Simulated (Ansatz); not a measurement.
Take CdO in the rock salt structure (space group Fm-3m, No. 225; a = 4.768 Å) as the base.

The values are results of Ansatz (a program for electronic structure), PBE, PAW, cutoff 420 eV, no spin-orbit coupling, not measurements.

Before the change:

```
Item        Value
--------  -------
Pressure  0.0 GPa
```

Perturbation: an isotropic linear strain of +2.31 %; the atoms relax in the strained cell.

**Question.** Estimate the effect on the energy relative to the base.

**Answer.** The energy goes up by 23 meV/atom.

**Question.** What happens to the pressure?

**Answer.** The pressure goes from zero to -7.3 GPa.

The mesh was chosen for an insulator and is coarse for the gapless case. Whether these cells are dynamically stable was not tested. The final runs are not spin-polarised.
